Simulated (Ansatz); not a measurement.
Start from AgCl in the rock salt structure (space group Fm-3m, No. 225; a = 5.6115 Å).

Level of theory: PBE in Ansatz (plane waves to 420 eV, PAW, no SOC).

For the base:

| Item | Value |
|---|---|
| Band gap | 0.92 eV |
| Smallest direct gap | 2.88 eV |
| Gap character | indirect, L → Γ |

It is then changed as follows: the cell is scaled by 1.0300 in all directions, atoms relaxed at fixed cell.

### Question
What happens to the energy relative to the base?

### Answer
The energy increases by 21 meV/atom.

### Question
What happens to the band gap?

### Answer
The band gap grows by 0.05 eV (0.92 eV → 0.97 eV).

### Question
How does this affect the smallest direct gap?

### Answer
The smallest direct gap drops by 0.22 eV (2.88 eV → 2.66 eV).

### Question
How does this affect the gap character?

### Answer
The gap character remains indirect, L → Γ.

The cells carry an imposed strain or load. No phonon test of stability was made.

Ansatz is a quantum-chemistry and plane-wave program.
